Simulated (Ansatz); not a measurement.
Results of PBEsol (Ansatz, a first-principles code, plane waves, PAW) for Co (Fd-3m, No. 227, 6 atoms in the cell; start mp-1072089; another form than the element's usual one).

Settings: plane-wave cutoff 520 eV, 16×16×16 k mesh, Fermi–Dirac smearing 0.05 eV, spin-polarised start, scalar-relativistic PAW data made under PBE.

Cell (relaxed at this level):

```cif
data_Co6
_chemical_formula_sum 'Co6'
_space_group_name_H-M_alt 'P 1'
_space_group_IT_number 1
_cell_length_a 4.53385
_cell_length_b 4.53385
_cell_length_c 4.53385
_cell_angle_alpha 60.000
_cell_angle_beta 60.000
_cell_angle_gamma 60.000
loop_
_space_group_symop_operation_xyz
  'x, y, z'
loop_
_atom_site_label
_atom_site_type_symbol
_atom_site_fract_x
_atom_site_fract_y
_atom_site_fract_z
_atom_site_occupancy
Co1 Co 0.25000 0.25000 0.25000 1
Co2 Co 0.00000 0.00000 0.00000 1
Co3 Co 0.62500 0.62500 0.12500 1
Co4 Co 0.62500 0.12500 0.62500 1
Co5 Co 0.62500 0.62500 0.62500 1
Co6 Co 0.12500 0.62500 0.62500 1
```

Question: Predict the bulk modulus.

Answer: 
* **bulk modulus**: 221 GPa

The run finds no gap.

Note: the magnetic order was assumed, not searched for or taken from measurement; the bulk modulus is −V dP/dV from two relaxed cells at ±2 % in volume; the relaxation could not lower the start's symmetry, so the cell can be a saddle point above a distorted one.

It cost very roughly 12 core-minutes of CPU time.

A start named mp-… is a Materials Project structure, which need not be a measured phase.
